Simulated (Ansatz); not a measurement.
For MgO (model structure, started from the GeS type, Fm-3m, No. 225, 8 atoms in the cell), PBEsol in Ansatz (plane waves, PAW) gives:

- lattice parameter a = 4.215 Å
- cohesive energy = 5.32 eV/atom
- band gap at the PBEsol cell = 4.62 eV

Q: What does r²SCAN in Ansatz (plane waves, PAW) give for the same quantities?

A: 
- lattice constant a: 4.204 Å (shrinks by 0.3 %)
- cohesive energy: 5.25 eV/atom (falls by 0.07 eV/atom)
- band gap at the PBEsol cell: 5.61 eV (rises by 0.99 eV)

Changes are worked out from the printed values.

Unless a cell is named, each level is at its own relaxed cell (PBEsol 9.36, r²SCAN 9.29 Å³/atom).

Density-functional gaps are differences of (generalised) Kohn–Sham levels.

Ansatz's density-functional and Hartree–Fock values are scalar-relativistic unless marked +SOC, with PAW data made under PBE.

A model structure was made by putting elements into a prototype or built by hand; here it ended with the formula and space group of a phase in our tables.

Ansatz is an electronic-structure program.
